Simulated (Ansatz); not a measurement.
The structure below was relaxed with PBE, PAW, 420 eV (Ansatz, a first-principles code; no SOC), earlier PAW set, at pressure −2 GPa.

Space group P6₃mc (No. 186); a = b = 4.2542 Å, c = 6.9245 Å, α = β = 90.00°, γ = 120.00°

```csv
atom,site,symmetry,x,y,z
Cd,2b,3m.,0.6667,0.3333,0.4991
S,2b,3m.,0.3333,0.6667,0.3757
```

Task: Write out a cell with all atoms.

Result: 
```cif
data_Cd2S2
_chemical_formula_sum 'Cd2 S2'
_space_group_name_H-M_alt 'P 1'
_space_group_IT_number 1
_cell_length_a 4.25424
_cell_length_b 4.25424
_cell_length_c 6.92447
_cell_angle_alpha 90.000
_cell_angle_beta 90.000
_cell_angle_gamma 120.000
loop_
_space_group_symop_operation_xyz
  'x, y, z'
loop_
_atom_site_label
_atom_site_type_symbol
_atom_site_fract_x
_atom_site_fract_y
_atom_site_fract_z
_atom_site_occupancy
Cd1 Cd 0.33333 0.66667 0.99911 1
Cd2 Cd 0.66667 0.33333 0.49911 1
S1 S 0.33333 0.66667 0.37569 1
S2 S 0.66667 0.33333 0.87569 1
```
This is the conventional cell.

Load acts through the strain it causes; cell and atoms are relaxed under it. Whether these cells are dynamically stable was not tested. The cell was made from CdS in the wurtzite structure (space group P6_3mc, No. 186) by this change: pressure −2 GPa.
